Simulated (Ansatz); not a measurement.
# Stackings of alpha-tellurene on alpha-tellurene

Shifts are of the upper layer in fractions of its own cell; each row is held in its registry by symmetry or ends near it. The vacuum step is the top level less the bottom one. Sheets.

Levels used, each named beside its values: PBE+D3(BJ) (plane waves to 420 eV, PAW; Ansatz, a first-principles code); r2SCAN (plane waves to 500 eV, PAW; Ansatz). Geometries and values that name no level are of the first. Spin–orbit coupling is left out; with elements this heavy it can move edges by tenths of an eV. A dipole correction is on.

```tsv
registry and contact	space group	spacing (Å)	energy over the lowest (meV/Å²)	vacuum step (eV)	PBE gap (eV)
antiparallel, shifted by (1/3,2/3); facing atoms over hollows or bridges	P3m1	2.70	1.5	-0.05	0.53
parallel, no shift; facing atoms over hollows or bridges	P-3m1	2.58	0.0	0.00	0.59
parallel, shifted by (1/3,2/3); facing atoms over hollows or bridges	P-3m1	2.85	4.1	0.00	0.46
parallel, shifted by (2/3,1/3); facing Te atop Te	P-3m1	3.62	14.2	0.00	0.49
```
